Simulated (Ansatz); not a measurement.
Start from C in the diamond structure (space group Fd-3m, No. 227; a = 3.560 Å). Axes: x, y, z lie along the cube axes.

Computed with r2SCAN (Ansatz, a program for electronic structure, PAW, without spin-orbit coupling).

Base values:

Pressure: 0.01 GPa
Band gap: 4.36 eV

Perturbation: tensile biaxial strain of 2.00 % in the plane normal to [001], as in epitaxy on a mismatched substrate; the out-of-plane cell vector and the atoms relax.

Q: How does this affect the pressure, energy relative to the base and band gap?

A: The pressure (mean of the normal stresses, compression positive) drops by 14.904 GPa, from 0.01 GPa to -14.90 GPa; the energy increases by 16 meV/atom; the band gap drops by 0.71 eV, from 4.36 eV to 3.65 eV.

Stability against distortions was not tested.
